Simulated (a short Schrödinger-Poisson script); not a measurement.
**MOS inversion layer, SiO2 on p-type Ge(111)**

System: MOS inversion layer, SiO2 on p-type Ge(111), at 400 K.

```csv
layer,material,thickness (nm),Na (cm⁻³)
1,SiO2,2.8,-
2,Ge,950,1.9e17
```

The device is made up for the run: typed textbook-type constants, with dimensions and the other settings drawn at random. SiO2: permittivity 3.9, conduction-band edge (eV) 3.1, gap (eV) 9, electron mass (mₑ) 0.5. Ge: permittivity 16, conduction-band edge (eV) 0, gap (eV) 0.664, Nv at 300 K (cm⁻³) 6e18.

Channel valleys (confinement mass, in-plane density-of-states mass, number): L1 1.59, 0.08, 1; L3 0.09, 0.34, 3. At the gate the conduction-band edge of layer 1 lies 3.27 eV − eVg above the Fermi level of the channel; the field vanishes at the back. Gaps are held at their typed values at every temperature. Mesh 0.03 nm at interfaces.

From a short Schrödinger-Poisson script (our own, NumPy): 1D Poisson equation in equilibrium, electrons quantum, Hartree (BenDaniel-Duke, 12 states a valley, the channel's in-plane mass for all, wave functions ending at the dielectric), parabolic valleys, classical holes, full ionisation, no traps, pinning or gate leakage.

```tsv
Vg (V)	electrons (cm⁻²)	C (μF/cm²)	L1 E0 (meV)	L1 E1 (meV)	L3 E0 (meV)	L3 E1 (meV)
-0.3	3.13e8	0.495	507.2	514.0	520.3	531.0
-0.2	3.37e8	0.374	451.1	464.8	479.1	506.0
-0.1	4.65e8	0.298	383.9	402.2	421.9	462.3
0	1.33e9	0.254	310.5	332.1	355.9	406.3
0.1	8.06e9	0.241	233.8	258.1	285.2	343.3
0.2	5.74e10	0.332	159.5	186.4	216.3	280.7
0.3	2.60e11	0.577	101.4	131.7	164.6	234.2
0.4	6.45e11	0.760	63.8	98.1	134.5	208.2
0.5	1.13e12	0.858	37.9	76.6	116.3	193.4
0.6	1.68e12	0.915	18.2	61.1	103.9	184.0
0.7	2.25e12	0.950	2.0	48.9	94.7	177.3
0.8	2.85e12	0.975	-12.1	38.7	87.4	172.4
0.9	3.46e12	0.992	-24.7	29.9	81.4	168.4
1	4.08e12	1.01	-36.2	22.1	76.2	165.2
1.1	4.71e12	1.02	-47.0	14.9	71.6	162.5
1.2	5.34e12	1.02	-57.2	8.3	67.4	160.1
1.3	5.98e12	1.03	-66.9	2.0	63.7	158.1
1.4	6.63e12	1.04	-76.2	-3.9	60.2	156.3
1.5	7.28e12	1.04	-85.2	-9.5	56.9	154.6
1.6	7.93e12	1.05	-94.0	-15.0	53.9	153.2
1.7	8.58e12	1.05	-102.6	-20.2	51.0	151.8
```

Subbands count from the Fermi level.

Only the L valleys are kept; under strong confinement the Δ valleys of Ge fill too.
